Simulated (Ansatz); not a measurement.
The starting structures come from a database of crystals and need not be the phases stable at ambient conditions.

By LDA, the system below comes out a metal.

Without scattering a metal conducts by its projected Fermi surface.

```xyz
3
Lattice="2.9461 0.0000 0.0000 1.4730 7.2547 0.0000 1.4730 0.2991 2.5338" Properties=species:S:1:pos:R:3 pbc="T T T"
Ag     0.0000     0.0000     0.0000
Ag     4.4191     5.0704     1.9706
Ag     1.4730     2.4834     0.5632
```

Space group of this cell: R-3m. The cell is taken as given; by LDA its mean pressure is -11.7 GPa.

The current flows along the normal of the first two printed cell vectors, the (101) plane of the conventional cell. No spin-orbit coupling; the value is a mean over 0.1 eV about the Fermi level.

Question: Estimate the ballistic conductance per area that LDA run with Ansatz (a first-principles code) returns for this system.

Answer: 0.84 × 10¹⁵ S/m² for both spins.
